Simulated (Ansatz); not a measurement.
# What x(N) = 0.25, 8 atoms, Pmm2 does to GaAs

The reference is GaAs in the zinc blende structure (space group F-43m, No. 216; a = 5.6667 Å).

The other end (x = 1) is GaN in the zinc blende structure (space group F-43m, No. 216): 11.37 Å³/atom, gap 2.17 eV; this end may not be an ambient phase.

Modification: a fraction x = 0.25 of the As sites is given to N, ordered in a cell of 8 atoms (starting symmetry Pmm2) and fully relaxed.

Calculations: r2SCAN (Ansatz, a quantum-chemistry and plane-wave program; PAW; 500 eV plane waves; without spin-orbit coupling). k-mesh 9×5×6 (Γ-centred); smearing 0.05 eV (Fermi–Dirac), for the changed cell.

| quantity | base | changed | shift |
|---|---|---|---|
| volume per atom | 22.75 Å³ | 19.41 Å³ | -3.34 Å³ |
| density | 5.28 g/cm³ | 5.54 g/cm³ | +0.26 g/cm³ |
| shortest interatomic distance | 2.454 Å | 1.985 Å | -0.469 Å |
| band gap | 0.96 eV | zero | – |
| mixing energy (to 0.01 eV only: unlike meshes or grids) | – | +0.18 eV/atom | – |
| deviation of the volume from the linear (Vegard-type) interpolation | – | -2.5 % | – |
| mean first-shell distances | – | As–Ga 2.428 Å (end compound 2.454 Å), N–Ga 2.071 Å (end compound 1.948 Å) | – |

Cost of the whole job for the changed cell (relaxation, final SCF and bands): roughly 9 core-minutes.

These are small ordered cells, not random alloys; other orderings at the same x differ. Stability against distortions was not tested. The final runs are not spin-polarised. This is not the structure that GaN has at room temperature and ambient pressure. A zero or small gap of Ga4As3N can be the functional's error rather than a property of the material.
